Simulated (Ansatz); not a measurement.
The starting structures come from a database of crystals and need not be the phases stable at ambient conditions.

Tunnelling through a barrier is set by its complex band structure: the current falls as exp(−2κd) with the smallest κ.

Data:

```
CELL_PARAMETERS angstrom
      7.64172     0.00000     0.00000
     -3.82086     6.61792     0.00000
      3.82086     2.20597     6.23944
ATOMIC_POSITIONS crystal
  La 0.75000 0.87500 0.87500
  La 0.25000 0.37500 0.87500
  La 0.75000 0.87500 0.37500
  La 0.25000 0.87500 0.87500
  Zr 0.75000 0.37500 0.37500
  Zr 0.25000 0.87500 0.37500
  Zr 0.75000 0.37500 0.87500
  Zr 0.25000 0.37500 0.37500
  O  0.50000 0.75000 0.75000
  O  0.00000 0.00000 0.00000
  O  0.50000 0.04309 0.04309
  O  0.00000 0.29309 0.70691
  O  0.50000 0.45691 0.45691
  O  0.00000 0.70691 0.29309
  O  0.91382 0.45691 0.04309
  O  0.00000 0.70691 0.70691
  O  0.08618 0.04309 0.45691
  O  0.00000 0.29309 0.29309
  O  0.50000 0.45691 0.04309
  O  0.58618 0.29309 0.70691
  O  0.50000 0.04309 0.45691
  O  0.41382 0.70691 0.29309
```

Space group of this cell: Fd-3m. The cell is taken as given.

Transport runs along the normal of the first two printed cell vectors, the (111) plane of the conventional cell.

No gap correction and no spin-orbit coupling; mid-gap values are interpolated between computed energies.

Problem. State the band gap and the smallest decay constant κ at mid-gap according to r2SCAN (Ansatz, an electronic-structure program).

Solution. Gap 4.53 eV on a 6×6×6 mesh; κ = 0.381 1/Å, at the zone centre.
